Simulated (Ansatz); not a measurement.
Point defects in SiC

Base system: a 16-atom supercell of SiC (space group P6_3mc, No. 186; a = 3.094 Å, c = 10.129 Å) at its relaxed geometry.

One neutral defect a cell, atoms relaxed at fixed cell.

Computed with Ansatz (a first-principles code) PBE, spin-orbit coupling left out, earlier PAW set.

```json
[
 {"change": "perfect supercell", "pressure": "0.0 GPa", "largest displacement of a host atom from its site in the perfect cell": "–"},
 {"change": "C interstitial (started 1.98 Å from the nearest host atom), symmetric start", "pressure": "13.8 GPa", "largest displacement of a host atom from its site in the perfect cell": "0.54 Å"},
 {"change": "C on a Si site (antisite)", "pressure": "(withheld)", "largest displacement of a host atom from its site in the perfect cell": "(withheld)"},
 {"change": "H interstitial (started 1.98 Å from the nearest host atom), symmetric start", "pressure": "2.4 GPa", "largest displacement of a host atom from its site in the perfect cell": "0.05 Å"},
 {"change": "Pb on a C site, symmetric start", "pressure": "30.3 GPa", "largest displacement of a host atom from its site in the perfect cell": "0.61 Å"},
 {"change": "Re on a Si site", "pressure": "7.4 GPa", "largest displacement of a host atom from its site in the perfect cell": "0.15 Å"}
]
```

### Question
Complete the table.

### Answer

- C on a Si site (antisite), pressure: -11.2 GPa
- C on a Si site (antisite), largest displacement of a host atom from its site in the perfect cell: 0.21 Å

Other magnetic orders, which the real material may have, were not ruled out. In so small a cell the defect repeats every few ångströms: this is an ordered compound, not a dilute defect. The mesh was chosen for an insulator and is coarse for the gapless case. Defects with a symmetric start kept the site's symmetry and may sit on a saddle; the others started slightly shaken. Seeded moments were not kept for C interstitial (started 1.98 Å from the nearest host atom), C on a Si site (antisite), Pb on a C site and Re on a Si site.
